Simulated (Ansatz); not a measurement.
Take GaN in the wurtzite structure (space group P6_3mc, No. 186; a = 3.1518 Å, c = 5.1383 Å) as the base. Axes: x lies along a and z along c of the hexagonal cell.

Structures relaxed with LDA (Ansatz, a quantum-chemistry and plane-wave program, PAW, no spin-orbit coupling).

Base:

Simulated powder pattern, Cu Kα1, λ = 1.54056 Å (kinematic, ideal powder, no thermal factors, no anomalous dispersion; the 8 strongest lines at most, above 2 %, up to 2θ = 90°):

```csv
2θ (°),I/Imax (%),hkl
32.78,43,(100)
34.89,36,(002)
37.27,100,(101)
48.63,21,(102)
58.52,29,(110)
64.14,30,(103)
69.98,26,(112)
71.46,15,(201)
```

After one change:

Simulated powder pattern, Cu Kα1, λ = 1.54056 Å (kinematic, ideal powder, no thermal factors, no anomalous dispersion; the 8 strongest lines at most, above 2 %, up to 2θ = 90°):

```csv
2θ (°),I/Imax (%)
32.78,44
35.55,35
37.43,100
49.13,20
58.52,30
65.09,29
70.38,26
71.56,15
```

Which change produced these results?
A. uniaxial strain ε_zz = −3.00 %
B. uniaxial strain ε_zz = −1.80 %
C. uniaxial strain ε_zz = −2.40 %
D. uniaxial strain ε_zz = −0.60 %

B, uniaxial strain ε_zz = −1.80 %. Its volume per atom is 10.85 Å³ against 11.05 Å³, and its space group is P6_3mc (No. 186).

No phonon test of stability was made.
